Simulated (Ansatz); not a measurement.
# How a calculation on Zr2Zn3Ga3 (Pmmm, 8 atoms in the cell) responds to its settings

```
Zr2(ZnGa)3
1.0
    3.91606     0.00000     0.00000
    0.00000     3.95362     0.00000
    0.00000     0.00000     8.00625
Zr Zn Ga
2 3 3
Direct
  0.00000   0.00000   0.75427
  0.00000   0.00000   0.24573
  0.50000   0.00000   0.50000
  0.00000   0.50000   0.00000
  0.00000   0.50000   0.50000
  0.50000   0.50000   0.74132
  0.50000   0.50000   0.25868
  0.50000   0.00000   0.00000
```

Base run A: PBEsol, PAW files made with PBE (Ansatz, an electronic-structure program), self-consistent single point.

Its settings: basis.ecutwfc = 420 eV; kpoints.mp_grid.grid = 6 6 3; hamiltonian.xc = pbesol; hamiltonian.pseudopotentials = {kind: paw} (the program's default PAW files); scf.occupations.method = gaussian; scf.occupations.width = 0.2 eV.

The starting cell comes from a database of computed structures (which also holds hypothetical and non-ambient phases and stackings), without a prior relaxation at this level. Its lattice was rescaled by a random factor within 2.5 % of one. In the base run, with a pressure of about 5 GPa the cell is away from its equilibrium volume at this level. Ansatz's pressure includes its estimate of the finite-basis (Pulay) stress.

ΔF is the free energy per atom less that of run A. 

The first pressure column holds Ansatz's estimate of the finite-basis (Pulay) stress, which hides part of the cutoff error; the other is without it.

In some runs the Pulay estimate is large (up to 66 GPa), a sign of a cutoff far from converged.

Run A gave: pressure (GPa) 4.79; largest force (eV/Å) 0.096; pressure at a fixed set of plane waves (GPa) 4.74.

Runs:
- B: lattice scaled by 0.97
- C: lattice scaled by 0.97; basis.ecutwfc: 420 eV → 250 eV
- D: lattice scaled by 0.985
- E: lattice scaled by 0.985; basis.ecutwfc: 420 eV → 250 eV
- F: lattice scaled by 1.015
- G: lattice scaled by 1.015; basis.ecutwfc: 420 eV → 250 eV
- H: lattice scaled by 1.03
- I: lattice scaled by 1.03; basis.ecutwfc: 420 eV → 250 eV
- J: basis.ecutwfc: 420 eV → 250 eV

Problem. What does run E change against A?

Solution. The free energy goes up by 837 meV/atom, the pressure goes from 4.79 to 15.09 GPa and the largest force goes from 0.096 to 0.088 eV/Å.

Problem. What does run I change against A?

Solution. The free energy rises by 767 meV/atom, the pressure goes from 4.79 to -3.36 GPa and the largest force goes from 0.096 to 0.106 eV/Å.

```tsv
run	ΔF (meV/atom)	pressure (GPa)	largest force (eV/Å)	pressure at a fixed set of plane waves (GPa)
A	0.00	4.79	0.096	4.74
B	99.5	19.96	0.200	19.90
C	918.5	22.97	0.128	-42.66
D	34.5	11.59	0.145	11.53
E	837.2	15.09	0.088	-47.40
F	-8.5	-0.71	0.052	-0.77
G	770.7	2.20	0.119	-53.79
H	5.3	-5.17	0.031	-5.22
I	767.4	-3.36	0.106	-55.30
J	791.9	8.17	0.078	-51.18
```

Keys are those of Ansatz 0.2.
